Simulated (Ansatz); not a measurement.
System: interstitial As in zinc-blende BAs (charge state +1). The step: several atoms move together, As the farthest; the atom moves 1.33 Å along (0.18, 0.19, 0.10) of the unit cell; the moving atom starts with neighbours As at 2.27, As at 2.38; B at 1.88 Å and ends with As at 2.24; B at 1.97, B at 2.28, B at 2.30 Å. A PBE band in Ansatz (plane-wave PAW, one k-point at (0.250, 0.250, 0.250), 64 host sites, 58 SCF runs with any check of the saddle's order, static, no finite-size correction) gives a forward barrier of 0.41 eV. The program found a first-order saddle point. The charge state is imposed; whether it is stable for some Fermi level was not computed. Sites that were not tried may lie lower.

Single points at the band's start and saddle point can refine it. Rough cost of one point, in units of the band's mean SCF on the same machine:

| Level | Cost of one point |
|---|---|
| PBE, a 2×2×2 k-point mesh shifted by half a step | about 4 |
| r2SCAN at 500 eV, one k-point at (0.250, 0.250, 0.250) | about 2 |

Which of these move the barrier by more than 0.1 eV, and how far does each move it?

PBE, a 2×2×2 k-point mesh shifted by half a step: +0.15 eV; r2SCAN at 500 eV, one k-point at (0.250, 0.250, 0.250): +0.14 eV. Each functional is compared with PBE at the same k-points.

Ansatz is a program for electronic structure.
